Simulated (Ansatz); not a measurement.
The reference is WS2 (space group P6_3/mmc, No. 194; a = 3.1540 Å, c = 12.1415 Å; layered, stacked along the Cartesian z axis).

Level of theory: Ansatz (an electronic-structure program) PBE-D3(BJ), without spin-orbit coupling.

Carriers are added at fixed cell with a uniform background; the Fermi–Dirac width is that of 300 K.

One change was made to it. Results:

```tsv
quantity	base	after
Fermi level relative to the doped band's edge (positive inside the band; to 0.05 eV)	–	+0.40 eV
gap between the host's bands	0.88 eV	0.86 eV
gap character	indirect, Γ → K–Γ (47 % along)	indirect, Γ → K–Γ (47 % along)
```

Problem. Which of these changes matches the shifts?
A. holes 2.0×10^21 cm⁻³
B. holes 7.0×10^21 cm⁻³
C. holes 1.0×10^22 cm⁻³
D. electrons 1.0×10^22 cm⁻³
E. electrons 3.0×10^21 cm⁻³

Solution. E, electrons 3.0×10^21 cm⁻³. For comparison, the Fermi level from band edge in the other runs: holes 2.0×10^21 cm⁻³ gives +0.70 eV; holes 7.0×10^21 cm⁻³ gives +1.05 eV; electrons 1.0×10^22 cm⁻³ gives +0.80 eV; holes 1.0×10^22 cm⁻³ gives +1.20 eV.

Carriers are added with a uniform compensating background; total energy and stress of such cells depend on the potential's zero and are not compared; many-body gap narrowing is missing at this level. Spin-orbit coupling, missing from the scalar runs, can matter with W. Stability against distortions was not tested.
